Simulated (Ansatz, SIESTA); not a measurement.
**Code comparison for BaNaCuClO2 (P1, 6 atoms in the cell)**

Self-consistent single point, at a second geometry (atoms moved at random). First geometry:

```xyz
6
Lattice="3.9688 0.0000 0.0000 0.0000 3.9688 0.0000 0.0000 0.0000 7.0988" Properties=species:S:1:pos:R:3 pbc="T T T"
Na     0.0000     0.0000     0.2078
Ba     0.0000     0.0000     3.4072
Cu     1.9844     1.9844     1.5252
Cl     1.9844     1.9844     5.2700
O      0.0000     1.9844     1.6668
O      1.9844     0.0000     1.6668
```

Second geometry:
```xyz
6
Lattice="3.9688 0.0000 0.0000 0.0000 3.9688 0.0000 0.0000 0.0000 7.0988" Properties=species:S:1:pos:R:3 pbc="T T T"
Na    -0.0477    -0.0352     0.2296
Ba     0.0458    -0.0130     3.4167
Cu     1.9954     1.9379     1.5706
Cl     1.9885     2.0690     5.2367
O      0.0132     2.0133     1.5981
O      1.9579    -0.0188     1.6922
```

Shared settings, as Ansatz (a first-principles code) writes them: kpoints.mp_grid.grid = 8 8 5; scf.occupations.method = fermi_dirac; scf.occupations.width = 0.1 eV. Potentials and cutoffs stand in the table.

```json
[
 {"code": "SIESTA", "model": "GGA PBEsol, numerical atomic orbitals DZP, PseudoDojo PBEsol standard norm-conserving potentials (rewritten from UPF to PSML)", "ΔF from the first geometry (meV/atom)": "3.9", "pressure (GPa)": "-3.95", "largest force (eV/Å)": "0.729", "cutoff": "grid 350 Ry"},
 {"code": "Ansatz", "model": "PBEsol, PAW files made with PBE", "ΔF from the first geometry (meV/atom)": "5.5", "pressure (GPa)": "-3.74", "largest force (eV/Å)": "0.625", "cutoff": "default"}
]
```

Size of the force on each atom (eV/Å): Sizes of forces hide their directions.

```
code      Na1    Ba2    Cu3    Cl4     O5     O6
------  -----  -----  -----  -----  -----  -----
SIESTA  0.518  0.729  0.313  0.216  0.448  0.316
Ansatz  0.161  0.625  0.323  0.172  0.540  0.335
```

On Ansatz's run: spin polarisation is off; with an odd number of electrons in the cell that forces a metal, and a magnetic state may lie lower.

The spread over the programs that give each value: ΔF from the first geometry within 1.6 meV/atom; pressure within 0.21 GPa; largest force within 0.104 eV/Å.

SIESTA uses small atom-centred bases, whose incompleteness enters pressures, forces and empty levels differently from a plane-wave cutoff. Ansatz's pressure is given at a fixed set of plane waves, as the other plane-wave codes print theirs; with its correction for the finite basis it is -3.57 GPa.

The starting cell comes from a database of computed structures (which also holds hypothetical and non-ambient phases and stackings), without a prior relaxation at this level. For this run, on top of that: atoms moved at random.

Left out of this page: CP2K (unsound by tests on forces, stress, charge or solver warnings).

Keys are those of Ansatz 0.2.
